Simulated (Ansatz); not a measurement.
An Ansatz (a first-principles code) input (Kohn–Sham DFT with the r2SCAN functional, run in Ansatz with PAW and 500 eV plane waves, scalar-relativistic without spin-orbit coupling):

Ansatz 0.2 input:
```yaml
crystal:
  lattice:
    - [0, 2.9172159391, 2.9172159391]
    - [2.9172159391, 0, 2.9172159391]
    - [2.9172159391, 2.9172159391, 0]
  atoms:
    - { symbol: Si, position: [0, 0, 0] }
    - { symbol: Y, position: [0.5, 0.5, 0.5] }
basis: { ecutwfc: 500, ecutrho_ratio: 4, xc_grid: 4, fft_grid_basis: typed }
kpoints: { mp_grid: { grid: [14, 14, 14] } }
hamiltonian:
  xc: r2scan
  dispersion: none
  pseudopotentials: { kind: paw }
scf: { occupations: { method: fermi_dirac, width: 0.05 }, convergence: { dr2_threshold: 0.0000000002 } }
output: { forces: true, stress: true }
```

### Question
Which symmetry and how many k-points will the program report, and about how many plane waves at Γ?

### Answer
Space group Fm-3m (ITA 225) with 48 operations, k-points 104 of 2744, and 1243 plane waves at Γ.

No phonon test of stability was made. The final runs are not spin-polarised. An odd electron count without spin: YSi. The cell is YSi in the rock salt structure (space group Fm-3m, No. 225; a hypothetical phase, not in the database extracts checked). YSi has a high density of states at the Fermi level and may be magnetic at this level.
